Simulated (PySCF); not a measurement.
PySCF 2.14.0, MP2 (frozen core)/cc-pvdz: Ge(H)(Br)(Et)2 (C[CH2][GeH]([Br])[CH2]C), 17 atoms. The geometry is a generated start, not checked to be a minimum at this level.

- task = mp2
- basis = cc-pvdz
- two-electron scheme = exact four-centre integrals
- frozen core = true
- mf.init_guess = minao (default)
- mf.DIIS = CDIIS (default)
- mf.diis_space = 8 (default)
- mf.conv_tol = 1e-09 (default)
- basis functions (reference run) = 165

On 4 threads, 1 BLAS thread. Build: conda-forge: OpenMP (GNU), OpenBLAS with its own threads, libcint, Libxc. One run each, on a shared machine, so no times are given.

Values of mol.max_memory tried: 8000 MB, 4000 MB, 2000 MB, 1000 MB, 500 MB, 300 MB, 200 MB.

Task: What happens as the memory setting falls?

Result: It runs down to 200 MB, the lowest tried, with the same result. At 8000 MB: SCF integrals in memory, transformation in memory. From 1000 MB down: SCF integrals in memory, transformation through a file. From 500 MB down: direct SCF, transformation through a file.

```
mol.max_memory                                                    path  peak memory
--------------  ------------------------------------------------------  -----------
8000 MB              SCF integrals in memory, transformation in memory      1.1 GiB
4000 MB              SCF integrals in memory, transformation in memory      1.1 GiB
2000 MB              SCF integrals in memory, transformation in memory      1.1 GiB
1000 MB         SCF integrals in memory, transformation through a file      1.5 GiB
500 MB                       direct SCF, transformation through a file     0.84 GiB
300 MB                       direct SCF, transformation through a file     0.84 GiB
200 MB                       direct SCF, transformation through a file     0.84 GiB
```

Peak memory is the kernel's count for the largest process, libraries included and scratch files not. The peak passes the setting at 1000 MB, 500 MB, 300 MB, 200 MB: it is no hard cap. MP2's transformation through a file may take 2000 MB even at lower settings.
